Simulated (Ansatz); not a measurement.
Fluorite PtAl₂ was calculated with PBE (Ansatz, a program for electronic structure, PAW).

Settings: plane-wave cutoff 520 eV, 16×16×16 k mesh, Fermi–Dirac smearing 0.05 eV, scalar-relativistic PAW data made under PBE.

Pressure at four volumes; x = ln(V/17.520 Å³). One pressure is withheld.

```
V (Å³/atom)        x  P (GPa)
-----------  -------  -------
16.469       -0.0619     9.18
17.520        0.0000     0.00
18.221        0.0392    -4.64
18.572        0.0583        ?
```

Pass a parabola P(x) through the three rows shown, estimate the bulk modulus and its pressure derivative near zero pressure, and predict the withheld pressure.

Slopes between the rows: (0.00 − (9.18))/(0.0000 − (-0.0619)) = -148.30 and (-4.64 − (0.00))/(0.0392 − (0.0000)) = -118.37 GPa. Their difference over the span 0.1011 is c = 29.93/0.1011 = 296.0 GPa, so P(x) = 9.18 + (-148.30)(x − (-0.0619)) + 296.0 (x − (-0.0619))(x − (0.0000)). At the middle row B = −dP/dx = −[-148.30 + 296.0 × 0.0619] = 130.0 GPa, and B′ = dB/dP = 2c/B = 4.6. At x = 0.0583 the parabola gives -6.57 GPa; the run gives -6.60 GPa. The Birch–Murnaghan fit to the energies at all volumes has B0 = 129 GPa and B′ = 4.5.

Spin–orbit coupling is not included.
